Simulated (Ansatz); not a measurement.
A self-consistent single point of KCaF3 (P4mm, 5 atoms in the cell) with Ansatz (a program for electronic structure).

Computed with PBEsol, harder PAW files (source: ansatz) made with PBE (plane waves; Ansatz).

The change in words: lattice scaled by 0.98; basis.ecutwfc: 420 eV → 1575 eV; hamiltonian.pseudopotentials: {kind: paw} (the program's default PAW files) → {kind: paw, source: ansatz}. Reference geometry:
```
KCaF3
1.0
    4.46828     0.00000     0.00000
    0.00000     4.46828     0.00000
    0.00000     0.00000     4.46828
K Ca F
1 1 3
Direct
  0.50000   0.50000   0.51119
  0.00000   0.00000   0.00000
  0.00000   0.50000   0.00000
  0.50000   0.00000   0.00000
  0.00000   0.00000   0.50000
```

Reference input (self-consistent single point, DFT, PBEsol, plane waves, default PAW files made with PBE): basis.ecutwfc = 420 eV; kpoints.mp_grid.grid = 6 6 6; hamiltonian.xc = pbesol; hamiltonian.pseudopotentials = {kind: paw} (the program's default PAW files); scf.occupations.method = fixed. This run's input differs from it in these lines:

Ansatz 0.2 input:
```diff
@@ -3,5 +3,5 @@
   lattice:
-    - [4.468285, 0.000000, 0.000000]
-    - [0.000000, 4.468285, 0.000000]
-    - [0.000000, 0.000000, 4.468285]
+    - [4.378919, 0.000000, 0.000000]
+    - [0.000000, 4.378919, 0.000000]
+    - [0.000000, 0.000000, 4.378919]
   atoms:
@@ -13,3 +13,3 @@
 basis:
-  ecutwfc: 420.0 eV
+  ecutwfc: 1575.0 eV
 kpoints:
@@ -18,3 +18,3 @@
   xc: pbesol
-  pseudopotentials: { kind: paw }
+  pseudopotentials: { kind: paw, source: ansatz }
 scf:
```

Output, abridged:

```
SCF iter   1: F=—  HF=-5726.725074 eV  |F-HF|=—  |Δ(HF+E_count)|=         —  Δρ=1.90e-1  dr2=2.70e1  ethr=3.10e-3  ⟨swp⟩=6.5  Hψ=5175  notcnv=0  defer=86
all-band conjugate gradients solve this SCF's bands
preconditioner: auto → Resta (q_TF=auto, 2.411 Å⁻¹)
SCF iter   2: F=—  HF=-5720.624637 eV  |F-HF|=—  |Δ(HF+E_count)|=    6.10e0  Δρ=8.34e-2  dr2=3.28e0  ethr=3.10e-3  ⟨swp⟩=5.0  Hψ=3395  notcnv=0  defer=76
   [... lines left out ...]
SCF iter   7: F=—  HF=-5719.700900 eV  |F-HF|=—  |Δ(HF+E_count)|=   2.22e-4  Δρ=9.96e-5  dr2=9.33e-6  ethr=3.39e-7  ⟨swp⟩=2.3  Hψ=1683  notcnv=0  defer=115
SCF iter   8: F=—  HF=-5719.700780 eV  |F-HF|=—  |Δ(HF+E_count)|=   1.20e-4  Δρ=1.43e-4  dr2=9.37e-6  ethr=2.33e-8  ⟨swp⟩=2.0  Hψ=1735  notcnv=0  defer=102
SCF iter   9: F=—  HF=-5719.700778 eV  |F-HF|=—  |Δ(HF+E_count)|=   1.92e-6  Δρ=2.40e-5  dr2=3.06e-7  ethr=2.33e-8  ⟨swp⟩=2.0  Hψ=1645  notcnv=0  defer=102
SCF iter  10: F=-5719.700778 eV  HF=-5719.700778 eV  |F-HF|=3.36e-9  |Δ(HF+E_count)|=   6.87e-9  Δρ=3.64e-6  dr2=9.65e-9  ethr=2.50e-10  ⟨swp⟩=13.3  Hψ=6850  notcnv=0
SCF 1 converged in 10 iterations: F = -5719.700778 eV  dr2 = 9.65e-9
Free energy (F): -5719.700778 eV
Internal energy: -5719.700778 eV  (E = F + TS)
E sigma→0 (E₀):  -5719.700778 eV
Fermi energy:    1.551507 eV
--- Forces (eV/Å), atoms counted from 1 ---
  atom   1  K     -0.00000000     0.00000000    -0.01500765
  atom   2  Ca     0.00000000     0.00000000     0.04622189
  atom   3  F     -0.00000000     0.00000000    -0.02432023
  atom   4  F      0.00000000     0.00000000    -0.02432023
  atom   5  F     -0.00000000     0.00000000     0.01742891
--- Stress (GPa, compression-positive) ---
        1.056178       0.000000      -0.000000
        0.000000       1.056178       0.000000
       -0.000000       0.000000       1.054775
  P = ⅓ Tr σ = 1.0557 GPa (10.557 kbar)
  The stress holds the Pulay correction. Without it, at fixed plane waves, as pw.x and ABINIT print it: P = 1.0537 GPa
```

The run converged in 10 iterations. Against the reference run the pressure goes from -1.97 to 1.06 GPa, the largest force hardly changes (0.043 to 0.046 eV/Å) and the gap on the mesh goes from 6.076 to 6.339 eV.

The starting cell comes from a database of computed structures (which also holds hypothetical and non-ambient phases and stackings), without a prior relaxation at this level. Its lattice was rescaled by up to half a per cent. One atom was moved a little off its site on purpose. For this run, on top of that: lattice scaled by 0.98. Ansatz's pressure includes its estimate of the finite-basis (Pulay) stress.

Cost on one core of a shared machine: roughly 60 s.
